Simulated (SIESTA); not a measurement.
Worked example: self-consistent single point of Zr₂Al₃Zn (P1, 6 atoms in the cell) in SIESTA.

Method: GGA PBEsol, numerical atomic orbitals DZP, PseudoDojo PBEsol standard norm-conserving potentials (rewritten from UPF to PSML) in SIESTA 5.4.2.

The change in words: atoms moved at random. Reference geometry:
```xyz
6
Lattice="2.6660 1.5392 4.2678 -2.6660 1.5392 4.2678 0.0000 -3.0784 4.2678" Properties=species:S:1:pos:R:3 pbc="T T T"
Zr     0.0000     0.0000     7.9960
Zr     0.0000     0.0000     4.8076
Al    -1.3330     0.7696     2.1339
Al     0.0000    -1.5392     2.1339
Al     1.3330     0.7696     2.1339
Zn     0.0000     0.0000     0.0000
```

Reference input (self-consistent single point, DFT, GGA PBEsol, numerical atomic orbitals DZP, PseudoDojo PBEsol standard norm-conserving potentials (rewritten from UPF to PSML)): XC.functional = GGA; XC.authors = PBEsol; potentials = PseudoDojo PBEsol standard; PAO.BasisSize = DZP; PAO.EnergyShift = 0.01 Ry; MeshCutoff = 350 Ry; kgrid.MonkhorstPack = 7 7 7; OccupationFunction = MP; OccupationMPOrder = 0; ElectronicTemperature = 1578.21 K; MaxSCFIterations = 150; SCF.Mixer.Method = Pulay. This run's input differs from it in these lines:

```diff
@@ -19,8 +19,8 @@
 %block AtomicCoordinatesAndAtomicSpecies
-     0.624513000    0.624513000    0.624513000  1
-     0.375487000    0.375487000    0.375487000  1
-     0.000000000    0.500000000    0.000000000  2
-     0.000000000    0.000000000    0.500000000  2
-     0.500000000    0.000000000    0.000000000  2
-     0.000000000    0.000000000    0.000000000  3
+     0.631087000    0.616553000    0.625178000  1
+     0.363853000    0.375654000    0.381596000  1
+    -0.011689000    0.499407000    0.006825000  2
+     0.006902000   -0.001064000    0.502960000  2
+     0.516169000    0.000710000   -0.011639000  2
+    -0.006322000    0.008739000   -0.004919000  3
 %endblock AtomicCoordinatesAndAtomicSpecies
```

Output (repeated stretches shortened):

```
        iscf     Eharris(eV)        E_KS(eV)     FreeEng(eV)     dDmax    Ef(eV) dHmax(eV)
   scf:    1    -7209.341459    -8165.427342    -8165.483587  1.614137 -2.481518155.079103
   scf:    2    -8455.312882    -8598.184649    -8598.198576  0.994656 -3.597020 40.963722
   scf:    3    -8633.214777    -8617.682732    -8617.699816  0.567668 -4.109106 26.034351
   scf:    4    -8631.418343    -8625.781172    -8625.804843  0.303976 -4.543127 11.952554
   scf:    5    -8628.528052    -8627.473925    -8627.499562  0.175913 -4.584902  2.694656
   [... 3 lines left out ...]
   scf:    9    -8627.656322    -8627.656093    -8627.683237  0.001565 -4.700256  0.052385
   scf:   10    -8627.656145    -8627.656126    -8627.683281  0.000607 -4.701656  0.020515
   scf:   11    -8627.656138    -8627.656134    -8627.683289  0.000391 -4.701950  0.002601
   scf:   12    -8627.656136    -8627.656135    -8627.683289  0.000085 -4.702050  0.000786
SCF Convergence by DM+H criterion
max |DM_out - DM_in|         :     0.0000853381
max |H_out - H_in|      (eV) :     0.0007859149
SCF cycle converged after 12 iterations

Using DM_out to compute the final energy and forces

siesta: E_KS(eV) =            -8627.6561

siesta: E_KS - E_eggbox =     -8627.6561

siesta: Atomic forces (eV/Ang):
     1   -0.353339    0.011097   -0.051159
     2    0.243118    0.273477    0.249284
     3    0.401324    0.139252    0.150416
     4    0.183124    0.359757   -0.369528
     5   -0.840440   -0.612522   -0.389337
     6    0.372856   -0.168610    0.409292
   Tot    0.006644    0.002451   -0.001032
   Max    0.840440
   Res    0.364714    sqrt( Sum f_i^2 / 3N )
   Max    0.840440    constrained

   [... lines left out ...]
siesta: FreeEng =     -8627.683289
siesta: Cell volume =        105.076742 Ang**3
siesta:         -37.74393025        -21.22308659  kBar
   [... lines left out ...]
              0.450   1.834   1.839   1.842   1.839   1.833   0.116   0.106

              0.096   0.106   0.116

mulliken: Qtot =       53.000

Mulliken Atomic Populations:
Atom #   charge [q] valence [e]  Species
     1     0.266985   11.733015  Zr
     2     0.251473   11.748527  Zr
     3    -0.308206    3.308206  Al
     4    -0.311096    3.311096  Al
     5    -0.324858    3.324858  Al
     6     0.425702   19.574298  Zn
 Total     0.000000
```

The run converged in 12 iterations. Against the reference run the free energy rises by 14.3 meV/atom, the pressure goes from -4.15 to -3.77 GPa and the largest force goes from 0.041 to 1.110 eV/Å.

The starting cell comes from a database of computed structures (which also holds hypothetical and non-ambient phases and stackings), without a prior relaxation at this level. Its lattice was rescaled by a random factor within 2.5 % of one. For this run, on top of that: atoms moved at random. Values carry the incompleteness of an atom-centred basis. With a pressure of about -4 GPa the cell is away from its equilibrium volume at this level. Forces in this geometry exceed 1 eV/Å.

Cost on one core of a shared machine: roughly 2 min.
